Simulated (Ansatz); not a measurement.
```xyz
2
Lattice="0.0000 3.0987 3.0987 3.0987 0.0000 3.0987 3.0987 3.0987 0.0000" Properties=species:S:1:pos:R:3 pbc="T T T"
Te     0.0000     0.0000     0.0000
Pb     3.0987     3.0987     3.0987
```

No spin polarisation.

Level of theory: PBE (Ansatz, an electronic-structure program; PAW; 420 eV plane waves; no spin-orbit coupling), earlier PAW set. Settings: 9×9×9 k-points, 0.05 eV Fermi–Dirac smearing.

Problem. What is the computed band gap?

Solution. 0.42 eV.

Problem. What hole mass does the calculation give?

Solution. 0.24 mₑ along k, 0.043 mₑ across (at L).

Problem. Predict the electron mass.

Solution. 0.19 mₑ along k, 0.098 mₑ across (at L).

With Pb and Te present, leaving out spin-orbit coupling can change the band edges. Load acts through the strain it causes; cell and atoms are relaxed under it. Effective masses come from finite differences of ±0.01 Å⁻¹. Along k means along the line from Γ to the band edge. Stability against distortions was not tested. No other phases were tried under pressure. The cell was made from PbTe in the rock salt structure (space group Fm-3m, No. 225) by this change: pressure 10 GPa.
